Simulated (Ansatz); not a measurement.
Base system: SiO2 in the rutile structure (space group P4_2/mnm, No. 136; a = 4.2362 Å, c = 2.6905 Å).

Levels (all Ansatz, a quantum-chemistry and plane-wave program, PAW): PBE (420 eV, no spin-orbit coupling); r2SCAN (500 eV, spin-orbit coupling left out).

Levels that relaxed their own cell: PBE and r2SCAN.

```csv
level,lattice parameter a,lattice parameter c
PBE,4.236 Å,2.690 Å
r2SCAN,4.185 Å,2.669 Å
```

Measured: lattice parameter a 4.179 Å (room temperature; as listed in Zenji Hiroi, Progress in Solid State Chemistry (2015)); lattice parameter c 2.6649 Å (room temperature; as listed in Zenji Hiroi, Progress in Solid State Chemistry (2015)).

Computed minus measured — lattice parameter a: PBE +1.4 %, r2SCAN +0.1 % (closest: r2SCAN); lattice parameter c: PBE +1.0 %, r2SCAN +0.1 % (closest: r2SCAN). Measured values not marked as corrected hold thermal and zero-point effects that the static-lattice runs lack.

Whether these cells are dynamically stable was not tested.
